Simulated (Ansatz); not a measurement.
Output of an Ansatz run (abridged):

```
WARN ansatz: RAYON_NUM_THREADS=1 ignored (pool sized by the plan → 1); use --threads N
Pseudopotentials: kind: paw
Pseudopotential: Ti, paw, valence charge 12
Pseudopotential: B, paw, valence charge 3
Pseudopotential: Mo, paw, valence charge 14
Crystal: 4 atoms, lattice volume = 40.732 Å³
Basis set: ecut = 420 eV, 813 PW (Γ), exchange–correlation on 48×60×60 points (8 copies of the dense FFT grid, shifted against one another)
Bands: 20, of which v1, the nominal top of the filled ones, is band 16 counted from 1 (15 counted from 0)
Symmetry: 4 space group operations
Space group: Amm2 (ITA 38), of the structure as read, at distance tolerance 3.4e-5 Å
k-points: 216 of 1331 (time reversal used)
PAW frozen core: Ti, regenerated for the run's functional, and the local potential with it
PAW frozen core: B, regenerated for the run's functional, and the local potential with it
PAW frozen core: Mo, regenerated for the run's functional, and the local potential with it
Initial density: superposition of atomic densities (neutral atoms: chi_scale 0, normalization atom), corrected by the library's trained network
Initial wavefunctions: pseudopotential atomic-orbital guess
Eigensolver: davidson
Functional: x = pbesol(κ = 0.804, μ = 0.12345679012345678), c = pbesol(β = 0.046)
SCF iter   1: F=—  HF=-7680.202414 eV  |F-HF|=—  |Δ(HF+E_count)|=         —  Δρ=8.06e-3  dr2=5.17e-2  ethr=1.77e-3  ⟨swp⟩=4.9  Hψ=17349  notcnv=0
all-band conjugate gradients solve this SCF's bands
preconditioner: auto → Kerker (q_TF=auto, 2.621 Å⁻¹)
SCF iter   2: F=—  HF=-7680.195398 eV  |F-HF|=—  |Δ(HF+E_count)|=   7.02e-3  Δρ=4.37e-3  dr2=1.52e-2  ethr=1.62e-4  ⟨swp⟩=1.0  Hψ=6048  notcnv=0
SCF iter   3: F=—  HF=-7680.191808 eV  |F-HF|=—  |Δ(HF+E_count)|=   3.59e-3  Δρ=5.13e-4  dr2=1.67e-4  ethr=4.74e-5  ⟨swp⟩=2.0  Hψ=6036  notcnv=0
SCF iter   4: F=—  HF=-7680.191765 eV  |F-HF|=—  |Δ(HF+E_count)|=   4.33e-5  Δρ=1.17e-4  dr2=6.60e-6  ethr=5.23e-7  ⟨swp⟩=2.0  Hψ=5998  notcnv=0
SCF iter   5: F=—  HF=-7680.191761 eV  |F-HF|=—  |Δ(HF+E_count)|=   3.66e-6  Δρ=2.92e-5  dr2=4.72e-7  ethr=2.06e-8  ⟨swp⟩=2.2  Hψ=6228  notcnv=0
SCF iter   6: F=-7680.191761 eV  HF=-7680.191761 eV  |F-HF|=9.49e-9  |Δ(HF+E_count)|=   8.77e-8  Δρ=5.57e-6  dr2=1.50e-8  ethr=3.13e-10  ⟨swp⟩=5.0  Hψ=17197  notcnv=0
SCF 1 converged in 6 iterations: F = -7680.191761 eV  dr2 = 1.50e-8
SCF converged after 6 iterations
Free energy (F): -7680.191761 eV
Harris-Foulkes:  -7680.191761 eV  (|F-HF|=9.49e-9)
Internal energy: -7680.187593 eV  (E = F + TS)
E sigma→0 (E₀):  -7680.189677 eV
Entropy (-TS):   -0.004168 eV (-1.042 meV/atom)
Fermi energy:    17.428571 eV
--- Per-component energies (eV) ---
  E_band       = -151.105641
  E_kinetic    = 815.658139
  E_local      = -1604.901628  (includes V_loc(G=0)·N_el)
  E_nonlocal   = 173.990907
  E_hartree    = 607.823734
  E_xc         = -346.886376
  E_vxc        = -431.255687  (∫ρ·V_xc dr)
  E_paw        = -4316.733196  (= ΣΔE_a)
  E_vpaw       = -320.246351  (= ΣTr[D̂ρ^β])
  E_aug_tail   = 0.000145  (compensation charges beyond the density's cutoff)
  E_ewald      = -3009.517425
  E_core_change = 0.378106  (= ΣΔE_core)
  E_smearing   = -0.004168  (= −TS)
  E_closure    = -0.000000  (closes the sum)
  Σ components = -7680.191761   (vs F -7680.191761, Δ=0.00e0)
--- Forces (eV/Å), atoms counted from 1 ---
  atom   1  Ti     0.00000000     0.00000000    -0.91349717
  atom   2  B      0.00000000     0.00000000     0.23414149
  atom   3  B      0.00000000     0.00000000     0.31025422
  atom   4  Mo     0.00000000     0.00000000     0.36917123
  max |Σ_I F_I| component: 6.98e-5 eV/Å
--- Stress (GPa, compression-positive) ---
       -1.889314       0.000000       0.000000
        0.000000      -3.561827       0.000000
        0.000000       0.000000      -2.052218
  P = ⅓ Tr σ = -2.5011 GPa (-25.011 kbar)
  The stress holds the Pulay correction. Without it, at fixed plane waves, as pw.x and ABINIT print it: P = -2.6234 GPa
--- Band table (eV; the first three rows and the last of 216) ---
  k-point 0: bands = ["-43.3993", "-38.8497", "-17.5958", "-17.5163", "-17.3699", "-15.2558", "-15.1713", "-15.0980", "5.4540", "10.5954", "13.5235", "14.2610", "14.5952", "14.6222", "16.8401", "17.6630", "18.0533", "18.0571", "19.7277", "19.8074"]
  k-point 1: bands = ["-43.3974", "-38.8485", "-17.5924", "-17.5415", "-17.3663", "-15.2569", "-15.1844", "-15.0979", "5.5812", "10.6982", "13.1890", "13.9024", "14.5796", "15.2540", "17.0084", "17.3502", "17.5905", "18.1101", "19.5724", "20.2319"]
  k-point 2: bands = ["-43.3924", "-38.8454", "-17.6097", "-17.5826", "-17.3568", "-15.2635", "-15.2156", "-15.0975", "5.9314", "10.9611", "12.4337", "14.0326", "14.4346", "15.6294", "16.7799", "17.1536", "17.7313", "17.8233", "19.1356", "20.6633"]
  k-point 215: bands = ["-43.3659", "-38.8275", "-17.7535", "-17.5666", "-17.4949", "-15.2939", "-15.2364", "-15.1645", "8.3880", "9.2087", "12.7872", "13.4148", "14.8469", "15.2164", "16.3110", "16.7309", "16.8341", "17.7761", "19.0552", "19.5210"]
```

The structure:

```
CELL_PARAMETERS angstrom
      3.06714     0.00000     0.00000
      0.00000     1.58076     4.20052
      0.00000    -1.58076     4.20052
ATOMIC_POSITIONS crystal
  Ti 0.00000 0.15325 0.15325
  B  0.50000 0.55875 0.55875
  B  0.00000 0.43994 0.43994
  Mo 0.50000 0.85402 0.85402
```

Task: What input produced this log?

Result: Other spellings and defaults could give the same log, and not every line can be read from it. The input that was run (DFT, PBEsol, plane waves, default PAW files made with PBE):

Ansatz 0.2 input:
```yaml
# TiB2Mo
crystal:
  lattice:
    - [3.067141, 0.000000, 0.000000]
    - [0.000000, 1.580758, 4.200516]
    - [0.000000, -1.580758, 4.200516]
  atoms:
    - { symbol: Ti, position: [0.000000, 0.153252, 0.153252] }
    - { symbol: B, position: [0.500000, 0.558750, 0.558750] }
    - { symbol: B, position: [0.000000, 0.439940, 0.439940] }
    - { symbol: Mo, position: [0.500000, 0.854020, 0.854020] }
basis:
  ecutwfc: 420.0
kpoints:
  mp_grid: { grid: [11, 11, 11] }
hamiltonian:
  xc: pbesol
  pseudopotentials: { kind: paw }
scf:
  occupations: { method: gaussian, width: 0.1 }
output:
  forces: true
  eigenvalues: true
  stress: true
```

The starting cell comes from a database of computed structures (which also holds hypothetical and non-ambient phases and stackings), without a prior relaxation at this level. Its lattice was rescaled by up to half a per cent. One atom was moved a little off its site on purpose. Spin polarisation is off. Ansatz's pressure includes its estimate of the finite-basis (Pulay) stress.

Ansatz is an electronic-structure program.
